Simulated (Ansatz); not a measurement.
**H interstitial started on O (beta Ga2O3 host)**

The numbers are results of PBE, PAW (plane waves to 420 eV; Ansatz, a program for electronic structure), not measurements. Cell: 120 sites, 1×3×2; final energies on a 2×2×2 shifted mesh. Site at the start: bound to O(3,4-fold), open side. Charged cells carry a point-charge image correction with potential alignment at far atoms. Dielectric constants: PBE linear response of the host. Host gap at this level: 2.01 eV. A cell of this size leaves errors of a few tenths of an eV. The semilocal functional narrows the gap, so deep levels can fall outside it. Spin–orbit coupling is left out. Each state is the lowest found from its start.

Formation energies E_f are given with the Fermi level at the valence-band maximum. Chemical conditions: O-rich (Δμ(H) = -1.25 eV, bounded by H2O molecule; only phases computed here count, gases as isolated molecules at 0 K). Reference phases: H: H2 molecule in a box.

The name describes the start; the neighbours show where the added atom ended.

| charge | moment (μB) | point group | largest move off a lattice site (Å) | neighbours of the added atom at the end (Å) | image correction with alignment (eV) | E_f, O-rich (eV) |
|---|---|---|---|---|---|---|
| +1 | not spin-polarised | C1 | 0.32 | O 1.00, O 1.83, Ga 2.09, Ga 2.15, O 2.31 | 0.16 | 0.30 |
| 0* | quenched | C1 | 0.32 | O 1.00, O 1.83, Ga 2.09, Ga 2.16, O 2.32 | – | – |
| −1* | not spin-polarised | C1 | 0.33 | O 1.00, O 1.83, Ga 2.09, Ga 2.16, O 2.32 | – | – |

* At this level the carrier isn't localised at the defect: at charge 0 electrons occupy the conduction band; at charge −1 electrons occupy the conduction band. Such a state is shallow or no state of the defect, and this cell gives it no level.

Point groups are those of the whole cell at tolerances of 0.03 and 0.1 Å ("near" where only the looser one holds); none is given for unsettled states.

Starting moments that weren't kept: charge 0 began with 1 μB and ended with 0.0.

Flagged in the runs: a doubtful potential alignment, a host whose relaxation on this sampling wasn't shown to rest.
